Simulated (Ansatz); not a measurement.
Consider interstitial Na in corundum, charge state +1. The step: several atoms move together, Na the farthest; the atom moves 2.78 Å along (0.33, 0.67, -0.01) of the unit cell; at the end the Na atom holds a host Al site and a host atom stands off its site; the moving atom starts with neighbours 2 Al at 2.24; 6 O at 2.05 Å and ends with Al at 2.21, Al at 2.40; 3 O at 2.02, 3 O at 2.13 Å. DFT values are from Ansatz (plane-wave PAW, 420 eV unless said) in a cell of 270 host sites, spin-restricted, static, with no finite-size correction. The charge state is imposed; whether it is stable for some Fermi level was not computed. Sites that were not tried may lie lower. For the PBE band: the program found a first-order saddle point.

```json
[
 {"Level": "PBE, the Γ point alone, band relaxed", "Forward barrier (eV)": "2.35", "Cost of the band or of the saddle's single point": "around 2.6 core-hours (rough)"},
 {"Level": "PBE, a 2×2×2 k-point mesh shifted by half a step along c, same geometries", "Forward barrier (eV)": "2.35", "Cost of the band or of the saddle's single point": "about 15 core-minutes (a rough figure)"},
 {"Level": "r2SCAN at 500 eV, the Γ point alone, same geometries", "Forward barrier (eV)": "___", "Cost of the band or of the saddle's single point": "very roughly 4 core-minutes"},
 {"Level": "HSE06, Γ point alone, same geometries", "Forward barrier (eV)": "2.29", "Cost of the band or of the saddle's single point": "around 40 core-minutes (rough)"}
]
```

Fill in the missing entries.


- r2SCAN at 500 eV, the Γ point alone, same geometries, Forward barrier (eV): 2.41

Ansatz is a first-principles code.
